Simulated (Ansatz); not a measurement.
Input:

End structure of a constructed model of the (111) surface of fcc Au, a pseudomorphic layer of Sc in the other hollow (bottom of the slab: a bare face, its two planes held):

```yaml
crystal:
  lattice:
    - [2.93959, 0.00000, 0.00000]
    - [-1.46980, 2.54576, 0.00000]
    - [0.00000, 0.00000, 31.00000]
  atoms:
    - { symbol: Au, position: [0.33333, 0.66667, 0.26306] }
    - { symbol: Au, position: [0.66667, 0.33333, 0.34049] }
    - { symbol: Au, position: [0.00000, 0.00000, 0.41768] }
    - { symbol: Au, position: [0.33333, 0.66667, 0.49520] }
    - { symbol: Au, position: [0.66667, 0.33333, 0.57343] }
    - { symbol: Au, position: [0.00000, 0.00000, 0.65418] }
    - { symbol: Sc, position: [0.66667, 0.33333, 0.72942] }
```

Set-up: 7 atoms, 14.7 Å thick at the start; mesh 15x15x1; 0.1 eV smearing; dipole correction on; 2 atoms held, the rest relaxed; start symmetry kept, larger cells not searched; no spin, no spin-orbit, no U. In PBE it lies 0.02 eV a 1x1 cell over the lowest computed structure of the same composition (a pseudomorphic layer of Sc in the host's stacking).

Q: Predict the work function of the top face from Ansatz (a program for electronic structure) with PBE.

A: 3.80 eV
